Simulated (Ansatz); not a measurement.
# W (model structure, P6₃/mmc, No. 194, 2 atoms in the cell)

Method: r²SCAN in Ansatz (PAW).

Numerical settings: plane-wave cutoff 560 eV, 24×24×12 k mesh (along the axes of the cell as run), Fermi–Dirac smearing 0.05 eV, no spin polarisation, scalar-relativistic PAW data made under PBE.

Cell (relaxed at this level):

Space group P6₃/mmc (No. 194); a = b = 2.756 Å, c = 4.959 Å, α = β = 90.00°, γ = 120.00°

```json
[
 {"atom": "W", "site": "2d", "symmetry": "-6m2", "x": "0.6667", "y": "0.3333", "z": "0.2500"}
]
```

- bulk modulus = 289 GPa

Note: the run has no spin polarisation, so it can have missed a magnetic state; the bulk modulus is −V dP/dV from two relaxed cells at ±2 % in volume; the relaxation could raise the start's symmetry but not lower it, so the cell can be a saddle point.

Spin–orbit coupling is not included.

Static lattice: no zero-point or thermal effects.

A model structure was made by putting elements into a prototype or built by hand; it is no filed structure, need not be a known phase, and can be a saddle point held by its symmetry.

Ansatz is an electronic-structure program.
